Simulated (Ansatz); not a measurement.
**How far PBE and r2SCAN part for CdSe, Se → Te**

Start from CdSe in the zinc blende structure (space group F-43m, No. 216; a = 6.1963 Å).

(Cell as relaxed with PBE.)

Levels (all Ansatz, a first-principles code, PAW): PBE (420 eV, no SOC); r2SCAN (500 eV, scalar-relativistic without spin-orbit coupling).

Each level relaxes its own structure.

| base | PBE | r2SCAN |
|---|---|---|
| volume per atom | 29.74 Å³ | 28.84 Å³ |
| lattice parameter a | 6.196 Å | 6.133 Å |
| band gap | 0.49 eV | 1.04 eV |

It is then changed as follows: full substitution Se → Te; the structure is relaxed again.

```tsv
quantity	PBE	r2SCAN
lattice parameter a	6.618 Å	…
gap character	direct at Γ	…
shift of the gap caused by the change	+0.09 eV	…
hole mass (degenerate bands, along [100])	0.054, 0.57, 0.57 mₑ (at Γ)	…
```

**Question.** What does r2SCAN give?

**Answer.** 
- lattice parameter a, r2SCAN: 6.557 Å
- gap character, r2SCAN: direct at Γ
- shift of the gap caused by the change, r2SCAN: +0.13 eV
- hole mass (degenerate bands, along [100]), r2SCAN: 0.092, 0.55, 0.55 mₑ (at Γ)

PBE's lattice parameter a lies 0.061 Å above r2SCAN's (0.9 %); PBE's shift of the gap caused by the change lies 0.04 eV below r2SCAN's; the two agree on the gap character. Neither level is exact; r2SCAN is the comparison here, not a measurement.

Spin-orbit coupling, missing from the scalar runs, can matter with Te. Masses are band curvatures over ±0.01 Å⁻¹ around the edge. No phonon test of stability was made.
